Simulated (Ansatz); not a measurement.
Levels about the gap of amorphous Si24O48Ag (73 atoms in a cell of 1101 Å³, 2.34 g/cm³; zone centre alone, so wide bands show as single levels with stretches between that a denser mesh fills), at the geometry that PBE relaxed, where it gives 0.0 GPa on a denser mesh. The participation number counts the atoms over which a state spreads; weights are charges in smoothed Voronoi cells. The levels come from a single point, so bond lengths are those of that geometry. Method of the levels: r2SCAN, scalar-relativistic without spin-orbit coupling (Ansatz, an electronic-structure program). Sampling: the zone centre alone; Fermi-Dirac width 0.01 eV; collinear spin, started from moments on atoms (at the end a net moment of 1.0 μB). In the spin-polarised cell the level spacing at the Fermi energy can part levels of unlike spin. At PBE the levels at both edges of the gap are localised (band-tail or defect states), and the nearest spread-out levels lie 4.9 eV apart at the zone centre.

The cell was made by melting and quenching with the CHGNet potential and then relaxed with DFT. O atoms were pushed apart under 1.9 Å during the dynamics, to hinder bonds among them. The hot cell started wider than the set density and was brought back towards it in steps. It is the lowest in DFT energy of 2 quenches. It is a model cell: composition and starting density were chosen by hand, and all elements were melted together. No dispersion term was used. Its density started from a set value of 2.33 and ended at 2.34 g/cm³. The quench (nominally 400 K/ps over its main leg) was far faster than any real one, so the model tends to hold more defects than a real film. One small periodic cell is one sample of the glass; other quenches scatter about these values. The volume was free in the relaxation, at fixed shape. Stress components on the final sampling reach 2.7 GPa.

```csv
"E - E(highest filled), eV",filling,spin,participation number,largest on,weight O,weight Ag,weight Si
-0.97,filled,up,2.3,"Ag, 2 neighbours",0.35,0.62,0.03
-0.97,filled,dn,2.3,"Ag, 2 neighbours",0.35,0.62,0.03
-0.56,filled,up,3.3,"Ag, 2 neighbours",0.55,0.41,0.04
-0.56,filled,dn,3.3,"Ag, 2 neighbours",0.55,0.41,0.04
-0.27,filled,up,2.3,"Ag, 2 neighbours",0.33,0.64,0.03
-0.27,filled,dn,2.3,"Ag, 2 neighbours",0.33,0.64,0.03
0.00,filled,up,3.2,"Si, 3 neighbours",0.43,0.00,0.57
2.42,empty,dn,8.8,"Si, 3 neighbours",0.54,0.01,0.45
3.02,empty,up,46.0,"Si, 4 neighbours",0.66,0.05,0.30
3.35,empty,dn,16.3,"Si, 3 neighbours",0.55,0.04,0.42
4.22,empty,up,23.9,"Ag, 2 neighbours",0.60,0.10,0.31
4.24,empty,dn,22.7,"Ag, 2 neighbours",0.59,0.11,0.30
4.52,empty,up,25.9,"Ag, 2 neighbours",0.59,0.15,0.26
4.55,empty,dn,28.0,"Ag, 2 neighbours",0.60,0.14,0.26
```

Most localised among these is the filled level at -0.27 eV, on a Ag atom, which has 2 neighbours (O 2.15 Å, O 2.15 Å).
